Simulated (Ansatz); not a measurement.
## As, element substitutions

The parent structure is As in the A7 type structure (space group R-3m, No. 166; layered).

```
CELL_PARAMETERS angstrom
      1.87270     1.08120     3.25149
     -1.87270     1.08120     3.25149
      0.00000    -2.16240     3.25149
ATOMIC_POSITIONS crystal
  As 0.23274 0.23274 0.23274
  As 0.76726 0.76726 0.76726
```

Each row replaces one element on all its sites; cell and atoms are relaxed.

Method: DFT with PBEsol-D3(BJ), PAW potentials and a 420 eV plane-wave cutoff in Ansatz (a quantum-chemistry and plane-wave program), no spin-orbit coupling.

Q: Only one of these changes the space group of the base. Which?
A. As → Sb
B. As → Se
C. As → P

A: B, As → Se. Computed: As → Se: Pm-3m (No. 221); As → Sb: R-3m (No. 166); As → P: R-3m (No. 166)

Whether these cells are dynamically stable was not tested. For Se and P in this form, whether it has been made was not checked. This is not the structure that Se has at room temperature and ambient pressure. This is not the structure that P has at room temperature and ambient pressure.
